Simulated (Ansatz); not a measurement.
# Hypothetical cubic perovskite KSrCl3, response to strain

Consider KSrCl₃ in the cubic perovskite structure (space group Pm-3m, No. 221; a = 5.6767 Å; a hypothetical phase, not in the database extracts checked). Axes: x, y, z lie along the cube axes.

Strains are applied to the cell and any free atomic positions relax; under biaxial strain the out-of-plane vector relaxes too.

All numbers come from PBE (Ansatz, a first-principles code; PAW; 420 eV plane waves; without spin-orbit coupling).

Candidates:
(a) biaxial strain −4.80 %, plane normal [110], relaxed out of plane
(b) strain tensor (xx, yy, zz, yz, xz, xy) = (+1.11, +0.46, −0.15, +0.42, −0.55, −0.74) %
(c) strain tensor (xx, yy, zz, yz, xz, xy) = (−1.75, +0.12, −1.94, +0.54, −1.00, +0.29) %

Notes on the quantities. energy relative to the base: free energy F.

Problem. Order them by energy relative to the base, lowest first.

Solution. (b) strain tensor (xx, yy, zz, yz, xz, xy) = (+1.11, +0.46, −0.15, +0.42, −0.55, −0.74) % (+1.0 meV/atom), (c) strain tensor (xx, yy, zz, yz, xz, xy) = (−1.75, +0.12, −1.94, +0.54, −1.00, +0.29) % (+4.9 meV/atom), (a) biaxial strain −4.80 %, plane normal [110], relaxed out of plane (+21 meV/atom)

No phonon test of stability was made. Many cubic perovskites are stable only at high temperature; tilts and polar distortions were not tested.
